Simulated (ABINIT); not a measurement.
# Several settings converged on Al (Fm-3m, 1 atom in the cell)

```xyz
1
Lattice="0.0000 2.0311 2.0311 2.0311 0.0000 2.0311 2.0311 2.0311 0.0000" Properties=species:S:1:pos:R:3 pbc="T T T"
Al     0.0000     0.0000     0.0000
```

Base method: PBEsol, norm-conserving pseudopotentials (PseudoDojo nc-sr-04 PBEsol standard) (plane waves; ABINIT).

Base settings: pseudos = [Al.upf]; ecut = 544 eV; ixc = -116133; occopt = 7; tsmear = 0.1 eV; ngkpt = 12 12 12; nshiftk = 1; shiftk = 0 0 0; potentials = PseudoDojo nc-sr-04 PBEsol standard; nband = 7.

The count of work is k-points × plane waves × bands × iterations; it is no time. Core times come from one kind of shared machine, to one figure; runs under 30 s give none.

**The cutoff for other potential files**

Level: DFT, PBEsol, plane waves, norm-conserving pseudopotentials (PseudoDojo nc-fr-04 PBEsol standard).

In this ladder: potentials = PseudoDojo nc-fr-04 PBEsol standard.

The second cell is the first with its lattice scaled by 0.98.

The mesh stays at the base's, so the ladder's end is converged at best in this setting alone.

Only quantities that move along the ladder and can be compared are tabulated.

| ecut | free energy less the last step's (meV/atom) | energy of the compressed cell less the first (meV/atom) | pressure (GPa) | count of work / last |
|---|---|---|---|---|
| 245 eV | 65.40 | 4.41 | -2.58 | 0.095 |
| 299 eV | 36.86 | 0.14 | -3.11 | 0.13 |
| 381 eV | 13.26 | -2.14 | -3.09 | 0.18 |
| 463 eV | 1.71 | -1.23 | -2.73 | 0.24 |
| 544 eV | 0.46 | -1.40 | -2.63 | 0.31 |
| 653 eV | 0.34 | -1.44 | -2.63 | 0.40 |
| 816 eV | 0.23 | -1.45 | -2.63 | 0.66 |
| 1088 eV | 0.00 | -1.47 | -2.64 | 1.0 |

Coarsest ecut that holds the pressure within 0.1 GPa of the last step, with all finer ones: 463 eV, at 0.24 of the last step's count of work; the step before is off by 0.46 GPa.

Coarsest ecut that holds the free energy within 5 meV/atom of the last step, with all finer ones: 463 eV, at 0.24 of the last step's count of work; the step before is off by 13 meV/atom.

Coarsest ecut that holds the energy of the compressed cell less the first within 1 meV/atom of the last step, with all finer ones: 381 eV, at 0.18 of the last step's count of work; the step before is off by 1.6 meV/atom.

The energy difference between the two cells stays within 1 meV/atom of the last step's from 381 eV on, the total only from 544 eV on: much of the error is common to both cells and cancels.

**The cutoff for other potential files**

Level: DFT, PBEsol, plane waves, PAW (JTH v2.0 PBE PAW, files made for PBE).

In this ladder: pseudos = [Al.GGA_PBE-JTH.xml]; potentials = JTH v2.0 PBE PAW; pawxcdev = 0. Moved along: pawecutdg.

The second cell is the first with its lattice scaled by 0.98.

The mesh stays at the base's, so the ladder's end is converged at best in this setting alone.

Only quantities that move along the ladder and can be compared are tabulated.

| ecut | free energy less the last step's (meV/atom) | energy of the compressed cell less the first (meV/atom) | pressure (GPa) | count of work / last |
|---|---|---|---|---|
| 259 eV | 17.72 | 3.76 | -2.22 | 0.099 |
| 327 eV | 8.27 | 2.05 | -2.33 | 0.14 |
| 408 eV | 3.92 | 1.09 | -2.35 | 0.22 |
| 490 eV | 1.46 | 0.94 | -2.33 | 0.29 |
| 571 eV | 0.46 | 0.79 | -2.32 | 0.31 |
| 680 eV | 0.18 | 0.74 | -2.31 | 0.46 |
| 871 eV | 0.08 | 0.73 | -2.31 | 0.68 |
| 1143 eV | 0.00 | 0.73 | -2.31 | 1.0 |

Coarsest ecut that holds the pressure within 0.05 GPa of the last step, with all finer ones: 327 eV, at 0.14 of the last step's count of work; the step before is off by 0.09 GPa.

Coarsest ecut that holds the energy of the compressed cell less the first within 0.5 meV/atom of the last step, with all finer ones: 408 eV, at 0.22 of the last step's count of work; the step before is off by 1.3 meV/atom.

Coarsest ecut that holds the free energy within 1 meV/atom of the last step, with all finer ones: 571 eV, at 0.31 of the last step's count of work; the step before is off by 1.5 meV/atom.

The energy difference between the two cells stays within 1 meV/atom of the last step's from 408 eV on, the total only from 571 eV on: much of the error is common to both cells and cancels.

**The relaxed cell against the cutoff**

In this ladder: ionmov = 2; ntime = 40; tolmxf = 5e-05 Ha/bohr; optcell = 2; dilatmx = 1.08; ecutsm = 0.5 Ha.

The mesh stays at the base's, so the ladder's end is converged at best in this setting alone.

Only quantities that move along the ladder and can be compared are tabulated.

```tsv
ecut	relaxed volume (Å³/atom)	relaxation steps	core time / last (rough)
272 eV	16.393	4	–
327 eV	16.257	3	–
381 eV	16.170	4	–
463 eV	16.219	4	–
544 eV	16.206	4	–
653 eV	16.205	4	0.6
816 eV	16.204	4	0.5
1088 eV	16.204	4	1
```

Coarsest ecut that holds the relaxed volume within 0.081 Å³/atom of the last step, with all finer ones: 327 eV; the step before is off by 0.19 Å³/atom.

At the lowest cutoff the cell relaxes to a volume 1.2 % larger than at the highest.

On the base run: the starting cell has typed, rounded lattice constants, without a prior relaxation at this level. Its lattice was rescaled by up to half a per cent.
